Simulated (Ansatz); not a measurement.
## What biaxial strain +1.02 %, plane normal [001], relaxed out of plane does to W2C

Consider W₂C (space group Pnnm, No. 58; a = 4.6774 Å, b = 5.2404 Å, c = 3.0084 Å; a cell from a computed database, its experimental status unchecked). Axes: x, y, z lie along a, b, c of the conventional cell.

Modification: tensile biaxial strain of 1.02 % in the plane normal to [001], as in epitaxy on a mismatched substrate; the out-of-plane cell vector and the atoms relax.

All numbers come from PBEsol/PAW in Ansatz (a quantum-chemistry and plane-wave program), scalar-relativistic without spin-orbit coupling. Settings: 10×9×15 k-points, 0.05 eV Fermi–Dirac smearing.

* **Volume per atom**: 12.44 Å³ (base 12.29 Å³)
* **Space group**: Pnnm (No. 58) (base Pnnm (No. 58))
* **Shortest interatomic distance**: 2.105 Å (base 2.102 Å)
* **Pressure (mean of the normal stresses, compression positive)**: -4.3 GPa (base 0.0 GPa)
* **Band gap**: zero (base zero)
* **Out-of-plane strain**: -0.83 % (rough)
* **Mean in-plane stress (compression positive)**: -6.4 GPa (rough)

Cost of the whole job for the changed cell (relaxation, final SCF and bands): roughly 4 core-minutes.

Without a gap, meshes like the base's 10×9×15 leave anisotropic stresses uncertain by several tenths of a GPa, and small strain energies with them. Stability against distortions was not tested. All final runs are without spin polarisation.
